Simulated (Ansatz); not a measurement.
Take InAgTe2 in the chalcopyrite structure (space group I-42d, No. 122; a = 6.3535 Å, c = 12.6374 Å) as the base. Axes: x, y, z lie along a, b, c of the conventional cell.

The values are results of LDA/PAW in Ansatz (an electronic-structure program), no spin-orbit coupling, not measurements.

Before the change:

| Quantity | Result |
|---|---|
| Pressure | 0.0 GPa |
| Shortest interatomic distance | 5.120 bohr |

The change: uniaxial strain ε_zz = −1.50 %, all other strain components held at zero; the atoms relax in the strained cell.

How does this affect the pressure?

The pressure (mean of the normal stresses, compression positive) goes from zero to 0.8 GPa.

What does the calculation give for the valence-band top at Γ after the change?

The valence-band top at Γ (three highest levels, from the VBM) amounts to 0.00, -0.11, -0.11 eV.

Estimate the effect on the energy relative to the base.

The energy increases by 1.4 meV/atom.

Predict the new shortest interatomic distance.

The shortest interatomic distance decreases by 0.026 bohr, from 5.120 bohr to 5.094 bohr.

Spin-orbit coupling, missing from the scalar runs, can matter with Te. The levels and masses belong to the bands next to the band gap. Whether these cells are dynamically stable was not tested. All final runs are without spin polarisation. Gaps under 0.05 eV, about the width of the smearing, are given as zero.
